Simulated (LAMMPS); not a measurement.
Molecular dynamics of CdTe (zinc blende) with 75 % of Te sites Se, 4096 atoms, at 1020 K and 0 GPa, heated as the crystal.

Model: classical MD, pair style sw, file CdTeZnSeHgS0.sw, run in LAMMPS.

**Question.** Give g(r) against r (Å) as the simulation yields it.

**Answer.** State found: crystal; no diffusion seen in 30 ps.
```csv
r (Å),"g(r), Cd-Se","g(r), Cd-Te"
2.180,0.000,0.000
2.220,0.002,0.000
2.260,0.004,0.000
2.300,0.035,0.000
2.340,0.121,0.000
2.380,0.422,0.003
2.420,1.05,0.026
2.460,2.19,0.089
2.500,3.92,0.294
2.540,5.95,0.873
2.580,7.92,1.65
2.620,9.05,3.07
2.660,9.13,5.09
2.700,8.27,6.61
2.740,6.65,7.91
2.780,4.91,8.21
2.820,3.27,7.40
2.860,1.97,6.42
2.900,1.10,4.86
2.940,0.573,3.35
2.980,0.290,2.12
3.020,0.137,1.37
3.060,0.055,0.730
3.100,0.028,0.389
3.140,0.008,0.200
3.180,0.005,0.096
3.220,0.001,0.051
3.260,0.000,0.020
3.300,0.000,0.010
3.340,0.000,0.007
3.380,0.000,0.000
3.420,0.000,0.001
3.460,0.000,0.000
3.500,0.000,0.000
3.540,0.000,0.000
3.580,0.000,0.000
3.620,0.000,0.000
3.660,0.000,0.000
3.700,0.000,0.000
3.740,0.000,0.000
3.780,0.000,0.000
3.820,0.000,0.000
3.860,0.000,0.000
3.900,0.000,0.000
3.940,0.000,0.000
3.980,0.000,0.000
4.020,0.000,0.000
4.060,0.000,0.000
4.100,0.000,0.000
4.140,0.001,0.000
4.180,0.000,0.002
4.220,0.001,0.003
4.260,0.004,0.005
4.300,0.007,0.008
4.340,0.009,0.012
4.380,0.014,0.016
4.420,0.031,0.043
4.460,0.045,0.048
4.500,0.078,0.068
4.540,0.131,0.136
4.580,0.205,0.191
4.620,0.291,0.294
4.660,0.438,0.456
4.700,0.609,0.588
4.740,0.867,0.831
4.780,1.16,1.14
4.820,1.49,1.42
4.860,1.85,1.83
4.900,2.27,2.15
4.940,2.69,2.59
4.980,3.09,2.95
5.020,3.41,3.28
5.060,3.71,3.51
5.100,3.83,3.70
5.140,3.85,3.65
5.180,3.72,3.70
5.220,3.54,3.42
5.260,3.20,3.22
5.300,2.86,2.87
5.340,2.45,2.56
5.380,2.06,2.17
5.420,1.63,1.72
5.460,1.28,1.37
5.500,0.953,1.09
5.540,0.711,0.870
5.580,0.512,0.601
5.620,0.365,0.417
5.660,0.250,0.313
5.700,0.161,0.198
5.740,0.100,0.129
5.780,0.062,0.086
5.820,0.038,0.052
5.860,0.022,0.029
5.900,0.014,0.020
5.940,0.008,0.013
5.980,0.007,0.009
6.020,0.010,0.009
6.060,0.013,0.016
6.100,0.023,0.018
6.140,0.044,0.037
6.180,0.072,0.050
6.220,0.116,0.091
6.260,0.177,0.138
```

Caution: the random arrangement on this lattice is imposed, and need not be a phase that exists in equilibrium. Caution: a run this short can hold a crystal over, or a liquid under, the potential's melting point.
